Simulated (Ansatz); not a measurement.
Converging the plane-wave cutoff: CoSi₂ (I4mm, 3 atoms in the cell)

```xyz
3
Lattice="0.0000 2.6720 2.6720 2.6720 0.0000 2.6720 2.6720 2.6720 0.0000" Properties=species:S:1:pos:R:3 pbc="T T T"
Co     0.0000     0.0000     0.0500
Si     1.3360     1.3360     1.3360
Si     4.0079     4.0079     4.0079
```

Level of theory: PBEsol, default PAW files made with PBE (plane waves; Ansatz, a first-principles code).

Base settings: basis.ecutwfc = 420 eV; kpoints.mp_grid.grid = 11 11 11; hamiltonian.xc = pbesol; hamiltonian.pseudopotentials = {kind: paw} (the program's default PAW files); scf.occupations.method = fermi_dirac; scf.occupations.width = 0.1 eV.

The second cell is the first with its lattice scaled by 0.98.

The mesh stays at the base's, so the ladder's end is converged at best in this setting alone.

The first pressure column holds Ansatz's estimate of the finite-basis (Pulay) stress, which hides part of the cutoff error; the other is without it.

Only quantities that move along the ladder and can be compared are tabulated.

The count of work is k-points × plane waves × bands × iterations; it is no time. 

The starting cell has typed, rounded lattice constants, without a prior relaxation at this level. Its lattice was rescaled by up to half a per cent. One atom was moved a little off its site on purpose. Spin polarisation is off. In the base run, with a pressure of about -3 GPa the cell is away from its equilibrium volume at this level.

```csv
basis.ecutwfc,free energy less the last step's (meV/atom),energy of the compressed cell less the first (meV/atom),pressure (GPa),pressure without the Pulay estimate (GPa),largest difference of a force vector from the last step's (eV/Å),count of work / last
145 eV,42315.48,211.15,41.62,-1646.91,0.307,0.093
170 eV,18615.27,97.32,-5.26,-849.31,0.029,0.075
190 eV,9924.23,8.82,-12.86,-508.68,0.116,0.11
210 eV,5293.42,-14.72,-8.45,-304.30,0.118,0.095
230 eV,2783.13,5.58,-2.24,-180.15,0.008,0.11
250 eV,1409.38,19.29,-1.17,-104.10,0.058,0.12
295 eV,276.34,9.67,-3.62,-29.70,0.034,0.17
335 eV,50.31,14.80,-2.73,-9.45,0.006,0.17
380 eV,5.08,13.52,-3.02,-3.80,0.001,0.21
420 eV,1.32,13.25,-3.07,-3.15,0.000,0.27
460 eV,0.87,13.24,-3.07,-3.10,0.000,0.32
505 eV,0.64,13.25,-3.07,-3.09,0.000,0.34
565 eV,0.44,13.25,-3.07,-3.08,0.000,0.44
630 eV,0.25,13.24,-3.07,-3.09,0.000,0.50
735 eV,0.07,13.23,-3.07,-3.08,0.000,0.64
840 eV,0.03,13.23,-3.07,-3.08,0.000,0.76
1010 eV,0.00,13.23,-3.07,-3.08,0.000,1.0
```

Coarsest basis.ecutwfc that holds the pressure without the Pulay estimate within 1 GPa of the last step, with all finer ones: 380 eV, at 0.21 of the last step's count of work; the step before is off by 6.4 GPa.

Coarsest basis.ecutwfc that holds the energy of the compressed cell less the first within 0.5 meV/atom of the last step, with all finer ones: 380 eV, at 0.21 of the last step's count of work; the step before is off by 1.6 meV/atom.

Coarsest basis.ecutwfc that holds the forces within 0.005 eV/Å of the last step, with all finer ones: 380 eV, at 0.21 of the last step's count of work; the step before is off by 0.006 eV/Å.

The energy difference between the two cells stays within 1 meV/atom of the last step's from 380 eV on, the total only from 460 eV on: much of the error is common to both cells and cancels.

At the lowest cutoff the pressure without the Pulay estimate lies 1640 GPa under the last step's, the usual sign of Pulay stress in an incomplete plane-wave basis.

Keys are those of Ansatz 0.2.
